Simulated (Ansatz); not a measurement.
## Response to strain in GaP

Base system: GaP in the zinc blende structure (space group F-43m, No. 216; a = 5.451 Å). Axes: x, y, z lie along the cube axes.

Strains are applied to the cell and any free atomic positions relax.

All numbers come from r2SCAN, PAW, 500 eV (Ansatz, a first-principles code; scalar-relativistic without spin-orbit coupling).

Notes on the quantities. energy relative to the base: free energy F.

```tsv
variant	band gap	energy relative to the base	smallest direct gap	volume per atom	electron mass
base	1.85 eV	0 meV/atom	2.36 eV	20.25 Å³	1.1 mₑ along k, 0.23 mₑ across (off the special points)
uniaxial strain ε_zz = −3.00 %	1.49 eV	+8.3 meV/atom	2.51 eV	19.64 Å³	0.97 mₑ along k, 0.23 mₑ across (off the special points)
uniaxial strain ε_zz = −2.50 %	1.55 eV	+5.7 meV/atom	2.48 eV	19.74 Å³	0.98 mₑ along k, 0.23 mₑ across (off the special points)
uniaxial strain ε_zz = −2.00 %	1.61 eV	+3.7 meV/atom	2.46 eV	19.84 Å³	1.00 mₑ along k, 0.23 mₑ across (off the special points)
uniaxial strain ε_zz = −1.50 %	1.67 eV	+2.1 meV/atom	2.43 eV	19.95 Å³	1.0 mₑ along k, 0.23 mₑ across (off the special points)
uniaxial strain ε_zz = −1.00 %	1.73 eV	+0.9 meV/atom	2.41 eV	20.05 Å³	1.0 mₑ along k, 0.23 mₑ across (off the special points)
uniaxial strain ε_zz = −0.50 %	1.79 eV	+0.2 meV/atom	2.39 eV	20.15 Å³	1.0 mₑ along k, 0.23 mₑ across (off the special points)
```

Masses are band curvatures over ±0.01 Å⁻¹ around the edge. Along k means along the line from Γ to the band edge. Stability against distortions was not tested. k-point labels follow each cell's own Brillouin zone.
